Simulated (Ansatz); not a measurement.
The starting structures come from a database of crystals and need not be the phases stable at ambient conditions.

 Where the default PAW files enter, the runs use the earlier of Ansatz's two default sets.

Here is the system:

```
CELL_PARAMETERS angstrom
      6.73929     0.00000     0.00000
     -1.00919     6.66330     0.00000
      2.86505     3.33165     5.10976
ATOMIC_POSITIONS crystal
  K  0.25000 0.75000 0.50000
  K  0.75000 0.25000 0.50000
  Os 0.00000 0.00000 0.00000
  Cl 0.23649 0.23649 0.52702
  Cl 0.76351 0.76351 0.47298
  Cl 0.23649 0.76351 0.00000
  Cl 0.76351 0.23649 0.00000
  O  0.19985 0.19985 0.00000
  O  0.80015 0.80015 0.00000
```

Space group of this cell: I4/mmm. The cell is taken as given; by PBEsol its mean pressure is -2.4 GPa.

Transport runs along the normal of the first two printed cell vectors, the (110) plane of the conventional cell.

No gap correction and no spin-orbit coupling; mid-gap values are interpolated between computed energies.

Task: Give the band gap and the smallest decay constant κ at mid-gap that PBEsol (Ansatz, a first-principles code) yields.

Result: Gap 1.66 eV on a 6×6×6 mesh; κ = 0.376 1/Å, at (0.500, 0.500) of the in-plane reciprocal vectors. At the zone centre, at the nearest computed energy, the slowest state has κ = 0.40 1/Å.
